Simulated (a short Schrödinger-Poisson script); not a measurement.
**Gated In0.52Al0.48As/In0.53Ga0.47As modulation-doped gas in a quantum well**

System: gated In0.52Al0.48As/In0.53Ga0.47As modulation-doped gas in a quantum well, at 20 K.

```
layer        material  thickness (nm)  Nd (cm⁻³)  Na (cm⁻³)
-----  --------------  --------------  ---------  ---------
1      In0.52Al0.48As              10          -          -
2      In0.52Al0.48As              20     1.2e18          -
3      In0.52Al0.48As               2          -          -
4      In0.53Ga0.47As               8          -          -
5      In0.52Al0.48As            4000          -       2e14
```

Constants are typed, rounded textbook-type inputs, not results; the design itself was drawn at random and stands for no fabricated device. In0.52Al0.48As: permittivity 12.5, conduction-band edge (eV) 0.52, gap (eV) 1.45, electron mass (mₑ) 0.075, Nv at 300 K (cm⁻³) 1.1e19. In0.53Ga0.47As: permittivity 13.9, conduction-band edge (eV) 0, gap (eV) 0.74, Nv at 300 K (cm⁻³) 7.7e18.

Channel valleys (confinement mass, in-plane density-of-states mass, number): Γ 0.041, 0.041, 1. At the gate the conduction-band edge of layer 1 lies 0.65 eV − eVg above the Fermi level of the channel; the field vanishes at the back. Donor level 0.05 eV below the band edge. The barrier under the gate holds no holes. Gaps are held at their typed values at every temperature. Mesh 0.08 nm at interfaces.

From a short Schrödinger-Poisson script (our own, NumPy): 1D Poisson equation in equilibrium, electrons quantum, Hartree (BenDaniel-Duke, 40 states a valley, the channel's in-plane mass for all, wave functions free to enter the barrier), parabolic valleys, classical holes, donors ionised by Fermi statistics, acceptors fully, no traps, pinning or gate leakage.

```tsv
Vg (V)	electrons (cm⁻²)	in the channel layer	C (μF/cm²)	Γ E0 (meV)	Γ E1 (meV)
0.4	1.57e12	1.50e12	0.291	-91.6	109.4
0.35	1.48e12	1.41e12	0.291	-86.3	115.0
0.3	1.39e12	1.33e12	0.291	-81.0	120.6
0.25	1.30e12	1.24e12	0.291	-75.7	126.2
0.2	1.21e12	1.16e12	0.290	-70.4	131.8
0.15	1.12e12	1.07e12	0.290	-65.1	137.4
0.1	1.02e12	9.83e11	0.290	-59.8	143.0
0.05	9.34e11	8.97e11	0.290	-54.6	148.6
0	8.44e11	8.10e11	0.290	-49.3	154.2
-0.05	7.54e11	7.24e11	0.289	-44.0	159.8
-0.1	6.64e11	6.38e11	0.289	-38.8	165.4
-0.15	5.74e11	5.51e11	0.289	-33.5	171.1
-0.2	4.84e11	4.65e11	0.289	-28.2	176.7
-0.25	3.94e11	3.79e11	0.288	-23.0	182.3
-0.3	3.04e11	2.92e11	0.288	-17.7	188.0
-0.35	2.14e11	2.06e11	0.288	-12.5	193.6
-0.4	1.25e11	1.20e11	0.287	-7.2	199.3
-0.45	3.60e10	3.47e10	0.276	-1.5	205.5
```

Subbands count from the Fermi level.
